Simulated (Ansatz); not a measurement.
A constructed model of the (110) surface of bcc W, a layer of Re in place of the second plane (bottom of the slab: a bare face, its two planes held)

Calculation: PBE (plane waves to 420 eV, PAW; Ansatz, a first-principles code).

Slab: 6 atoms, 11.1 Å thick at the start with caps and adatoms (thin: gaps and levels are the slab's own); k 14x14x1, smearing 0.1 eV, dipole-corrected; 2 atoms held, the rest relaxed; symmetry of the start imposed; no spin, no spin-orbit, no U. In PBE it is, or lies within 0.01 eV a 1x1 cell of, the lowest of the 2 structures of its composition computed so far; subsurface sites and larger cells were not tried.

| Quantity | Value |
|---|---|
| work function of the top face | 4.86 eV |
| energy released by relaxation | 0.026 eV |
| cost | roughly 2.6 core-minutes |
